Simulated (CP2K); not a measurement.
Troubleshooting CP2K: a failed run on Li₂Os (Fd-3m, 6 atoms in the cell). The aim is a self-consistent single point with DFT PBE, GPW, DZVP-MOLOPT-SR-GTH basis, GTH-PBE potentials (GTH_POTENTIALS).

Cell that was meant: a = 5.2319 Å, b = 5.2319 Å, c = 5.2319 Å, α = 60.00°, β = 60.00°, γ = 60.00°.

Part of the input:

```
        METHOD MARZARI_VANDERBILT
        SIGMA [eV] 0.272
      &END SMEAR
    &KPOINTS
      SCHEME MONKHORST-PACK 5 5 5
    &END KPOINTS
    &XC
```

Output, abridged:

```
 Possible matches for unknown subsection

 KPOINTS

   subsection PRINT in section %__ROOT__%FORCE_EVAL%DFT%SCF score:  107
   subsection PRINT in section %__ROOT__%FORCE_EVAL%DFT%XAS%SCF score:  107
   keyword LSHIFT in section %__ROOT__%FORCE_EVAL%DFT%SCF score:  105
   enum NONE in section %__ROOT__%FORCE_EVAL%DFT%SCF for keyword SCF_GUESS score:  105
   subsection OT in section %__ROOT__%FORCE_EVAL%DFT%SCF score:  105

 *******************************************************************************
 *   ___                                                                       *
 *  /   \                                                                      *
 * [ABORT]                                                                     *
 *  \___/                unknown subsection KPOINTS of section SCF             *
 *    |                                                                        *
 *  O/|                                                                        *
 * /| |                                                                        *
 * / \                                               input/input_parsing.F:192 *
 *******************************************************************************

 ===== Routine Calling Stack =====

            5 section_vals_parse
            4 section_vals_parse
            3 section_vals_parse
            2 section_vals_parse
            1 read_input
Abort(1) on node 0 (rank 0 in comm 0): application called MPI_Abort(MPI_COMM_WORLD, 1) - process 0
```

From the messages shown, name the fault and mend the input.

The fault is a section without its end line. Sections nest, and the parser loses its place. To fix it, close the section. The program stopped before any SCF iteration.

The sound input it was made from differs as follows (other fixes are possible):
```diff
+    &END SCF
```

With that input, the run converged in 12 iterations: free energy E − TS -5804.4903 eV; Fermi level (on the code's own zero) 4.78 eV; pressure -18.28 GPa (DFT PBE, GPW, DZVP-MOLOPT-SR-GTH basis, GTH-PBE potentials (GTH_POTENTIALS)).

On the sound input: the starting cell was generated: these elements placed on a structure prototype, without a prior relaxation; it need not be a known phase or ordering of this composition. Spin polarisation is off. Values carry the incompleteness of an atom-centred basis. With a pressure of about -18 GPa the cell is away from its equilibrium volume at this level.
